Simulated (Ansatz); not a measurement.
A self-consistent single point of MgSiH2O4 (Pm, 8 atoms in the cell) with Ansatz (an electronic-structure program).

Level of theory: LDA (PW92), PAW files made with PBE (plane waves; Ansatz).

The change in words: lattice scaled by 0.98. Reference geometry:
```yaml
crystal:
  lattice:
    - [4.33505, 0.00000, 0.00000]
    - [0.00000, 2.85961, 0.00000]
    - [-0.27989, 0.00000, 4.79298]
  atoms:
    - { symbol: Mg, position: [0.50036, 0.50000, 0.47539] }
    - { symbol: Si, position: [0.00098, 0.00000, 0.00247] }
    - { symbol: H, position: [0.97852, 0.00000, 0.51691] }
    - { symbol: H, position: [0.46535, 0.50000, 0.97146] }
    - { symbol: O, position: [0.22371, 0.00000, 0.30909] }
    - { symbol: O, position: [0.24809, 0.50000, 0.85942] }
    - { symbol: O, position: [0.80259, 0.00000, 0.65865] }
    - { symbol: O, position: [0.77189, 0.50000, 0.10642] }
```

Reference input (self-consistent single point, DFT, LDA (PW92), plane waves, PAW files made with PBE): kpoints.mp_grid.grid = 4 6 4; hamiltonian.xc = lda; hamiltonian.pseudopotentials = {kind: paw} (the program's default PAW files); scf.occupations.method = fixed. This run's input differs from it in these lines:

```diff
@@ -2,5 +2,5 @@
   lattice:
-    - [4.33505000, 0.00000000, 0.00000000]
-    - [0.00000000, 2.85961000, 0.00000000]
-    - [-0.27988600, 0.00000000, 4.79297500]
+    - [4.24834900, 0.00000000, 0.00000000]
+    - [0.00000000, 2.80241800, 0.00000000]
+    - [-0.27428800, 0.00000000, 4.69711600]
   atoms:
```

Log, with long lists cut:

```
SCF iter   1: F=—  HF=-4772.554173 eV  |F-HF|=—  |Δ(HF+E_count)|=         —  Δρ=1.15e-1  dr2=7.50e0  ethr=3.10e-3  ⟨swp⟩=4.9  Hψ=4725  notcnv=0  defer=223
all-band conjugate gradients solve this SCF's bands
preconditioner: auto → none
SCF iter   2: F=—  HF=-4770.194382 eV  |F-HF|=—  |Δ(HF+E_count)|=    2.36e0  Δρ=5.70e-2  dr2=9.42e-1  ethr=3.10e-3  ⟨swp⟩=3.2  Hψ=2511  notcnv=0  defer=229
SCF iter   3: F=—  HF=-4769.995921 eV  |F-HF|=—  |Δ(HF+E_count)|=   1.98e-1  Δρ=2.13e-2  dr2=1.74e-1  ethr=2.35e-3  ⟨swp⟩=2.1  Hψ=2012  notcnv=0  defer=209
   [... lines left out ...]
SCF iter   6: F=—  HF=-4769.975491 eV  |F-HF|=—  |Δ(HF+E_count)|=   4.10e-4  Δρ=5.63e-4  dr2=9.74e-5  ethr=4.57e-6  ⟨swp⟩=2.1  Hψ=1881  notcnv=0  defer=239
SCF iter   7: F=—  HF=-4769.975545 eV  |F-HF|=—  |Δ(HF+E_count)|=   5.37e-5  Δρ=1.60e-4  dr2=7.18e-6  ethr=2.44e-7  ⟨swp⟩=2.0  Hψ=1820  notcnv=0  defer=235
SCF iter   8: F=—  HF=-4769.975552 eV  |F-HF|=—  |Δ(HF+E_count)|=   6.82e-6  Δρ=8.46e-5  dr2=2.81e-6  ethr=1.79e-8  ⟨swp⟩=2.1  Hψ=1617  notcnv=0  defer=236
SCF iter   9: F=-4769.975551 eV  HF=-4769.975551 eV  |F-HF|=1.17e-8  |Δ(HF+E_count)|=   2.05e-7  Δρ=1.25e-5  dr2=3.38e-8  ethr=2.50e-10  ⟨swp⟩=11.3  Hψ=7724  notcnv=0
SCF 1 converged in 9 iterations: F = -4769.975551 eV  dr2 = 3.38e-8
Free energy (F): -4769.975551 eV
Internal energy: -4769.975551 eV  (E = F + TS)
E sigma→0 (E₀):  -4769.975551 eV
Fermi energy:    7.289471 eV
--- Forces (eV/Å), atoms counted from 1 ---
  atom   1  Mg     0.07848291    -0.00000000     0.03914084
  atom   2  Si    -0.00236858    -0.00000000    -0.24370721
  atom   3  H      0.56704681     0.00000000    -0.47207330
  atom   4  H      0.53839662     0.00000000     0.29352218
  atom   5  O      0.26336386    -0.00000000     0.15011361
  atom   6  O     -0.52068804    -0.00000000    -0.45392071
  atom   7  O     -0.76400182     0.00000000     0.45948085
  atom   8  O     -0.16024314     0.00000000     0.22741675
--- Stress (GPa, compression-positive) ---
        4.281451      -0.000000       1.024822
       -0.000000      -0.227679       0.000000
        1.024822       0.000000       2.774124
  P = ⅓ Tr σ = 2.2760 GPa (22.760 kbar)
  The stress holds the Pulay correction. Without it, at fixed plane waves, as pw.x and ABINIT print it: P = 1.4853 GPa
```

The run converged in 9 iterations. Against the reference run the free energy falls by 12.0 meV/atom, the pressure goes from -10.44 to 2.28 GPa, the largest force goes from 0.378 to 0.892 eV/Å and the gap on the mesh goes from 4.702 to 5.391 eV.

The starting cell comes from a database of computed structures (which also holds hypothetical and non-ambient phases and stackings), without a prior relaxation at this level. For this run, on top of that: lattice scaled by 0.98. Ansatz's pressure includes its estimate of the finite-basis (Pulay) stress. Without the estimate this run gives 1.49 GPa.

Keys are those of Ansatz 0.2.
